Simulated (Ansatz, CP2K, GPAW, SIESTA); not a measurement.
One structure in several programs: MgCdS2 (P4/mmm, 4 atoms in the cell)

Band-structure calculation.

```yaml
crystal:
  lattice:
    - [3.80768, 0.00000, 0.00000]
    - [0.00000, 3.80768, 0.00000]
    - [0.00000, 0.00000, 5.38570]
  atoms:
    - { symbol: Mg, position: [0.50000, 0.50000, 0.50000] }
    - { symbol: Cd, position: [0.00000, 0.00000, 0.00000] }
    - { symbol: S, position: [0.00000, 0.00000, 0.50000] }
    - { symbol: S, position: [0.50000, 0.50000, 0.00000] }
```

Shared settings, as Ansatz (a quantum-chemistry and plane-wave program) writes them: kpoints.mp_grid.grid = 5 5 3; scf.occupations.method = fixed. Potentials and cutoffs stand in the table.

| code | model | gap along the path (eV) | smallest direct gap (eV) | cutoff |
|---|---|---|---|---|
| CP2K | PBEsol, GPW, DZVP-MOLOPT-SR-GTH basis, GTH-PBE potentials (GTH_POTENTIALS) | 0.03 | 1.23 | grid 1000 Ry |
| GPAW | PBEsol, GPAW PAW datasets PBEsol (made by gpaw-setup) | 0.08 | 1.26 | 800 eV |
| SIESTA | GGA PBEsol, numerical atomic orbitals DZP, PseudoDojo PBEsol standard norm-conserving potentials (rewritten from UPF to PSML) | 0.24 | 1.43 | grid 350 Ry |
| Ansatz | PBEsol, PAW files made with PBE | 0.10 | 1.26 | default |

The spread over the programs that give each value: gap along the path within 0.21 eV; smallest direct gap within 0.20 eV.

CP2K and SIESTA use small atom-centred bases, whose incompleteness enters pressures, forces and empty levels differently from a plane-wave cutoff.

In the gap along the path, SIESTA stands apart from the plane-wave programs.

The starting cell comes from a database of computed structures (which also holds hypothetical and non-ambient phases and stackings), without a prior relaxation at this level.

Left out of this page: Quantum ESPRESSO, Elk and FLEUR (not drawn, or without a comparable value); ABINIT (failed or unconverged).

Keys are those of Ansatz 0.2.
